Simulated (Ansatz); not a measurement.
# Ga2O3, pressure series

Take Ga$_{2}$O$_{3}$ in the corundum structure (space group R-3c, No. 167) as the base.

Ga2O3 has the trigonal space group R-3c, hexagonal axes (No. 167), the corundum structure, Pearson symbol hR10. Cell: a = 4.9499 Å, b = 4.9499 Å, c = 13.3058 Å, α = 90.00°, β = 90.00°, γ = 120.00°. Ga on 12c sees 3 O at 1.911 Å and 3 O at 2.056 Å. O on 18e has 2 Ga at 1.911 Å and 2 Ga at 2.056 Å. (Neighbours: up to the widest gap in distance over summed covalent radii, below 1.35, at either atom; cation-cation and far metal-metal contacts left out.)
(The calculation used a cell of 10 atoms; values per cell refer to that cell.)

Cell and atoms are relaxed at each pressure.

Calculations: LDA (Ansatz, a first-principles code), no spin-orbit coupling.

Candidates:
(a) pressure −1 GPa
(b) pressure 30 GPa
(c) pressure 0.9 GPa

Before the change:

| Property | Result |
|---|---|
| Smallest direct gap | 3.31 eV |

Question: Order them by smallest direct gap, lowest first.

Answer: (a) pressure −1 GPa (3.26 eV), (c) pressure 0.9 GPa (3.36 eV), (b) pressure 30 GPa (4.49 eV)

Load acts through the strain it causes; cell and atoms are relaxed under it. Stability against distortions was not tested. Competing high-pressure phases were not computed.
